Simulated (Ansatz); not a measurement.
We consider LiF (P6₃mc, No. 186, 4 atoms in the cell; start mp-1185301; a measured phase of this formula has another space group), described by PBEsol in Ansatz (PAW).

Numerical settings: plane-wave cutoff 520 eV, 12×12×8 k mesh (along the axes of the cell as run), Fermi–Dirac smearing 0.01 eV, scalar-relativistic PAW data made under PBE.

The cell is the one relaxed with PBEsol. Conventional cell: a = 3.0957 Å, b = 3.0957 Å, c = 4.8097 Å, α = 90.00°, β = 90.00°, γ = 120.00°.

```
LiF
1.0
    3.09569     0.00000     0.00000
   -1.54785     2.68095     0.00000
    0.00000     0.00000     4.80971
Li F
2 2
Direct
  0.33333   0.66667   0.38236
  0.66667   0.33333   0.88236
  0.33333   0.66667   0.99263
  0.66667   0.33333   0.49263
```

List the 10 lowest band energies at Γ above −25 eV (eV, relative to the valence band maximum), grouping those that round alike.

At Γ: -19.33, -19.08, -2.21, -0.51 (×2), -0.18 (×2), 0.00, 7.60, 11.93.

A start named mp-… is a Materials Project structure, which need not be a measured phase.

Ansatz is an electronic-structure program.
